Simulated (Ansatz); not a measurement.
Here is the system:

```
CdSe
1.0
    4.33999     0.00000     0.00000
   -2.17000     3.75854     0.06878
    0.00000     0.12953     7.07803
Cd Se
2 2
Direct
  0.66833   0.33665   0.00050
  0.33545   0.67091   0.50050
  0.66507   0.33013   0.62468
  0.33116   0.66231   0.12472
```

No spin polarisation.

The values are results of r2SCAN (Ansatz, an electronic-structure program, PAW, no spin-orbit coupling), not measurements. Settings: 9×9×5 k-points, 0.05 eV Fermi–Dirac smearing.

Question: Predict the band gap and gap character.

Answer: 
* **Band gap**: 1.05 eV
* **Gap character**: direct at Γ

The cells carry an imposed strain or load. Stability against distortions was not tested. The cell was made from CdSe in the wurtzite structure (space group P6_3mc, No. 186) by this change: tensor shear ε_yz = +1.83 %.
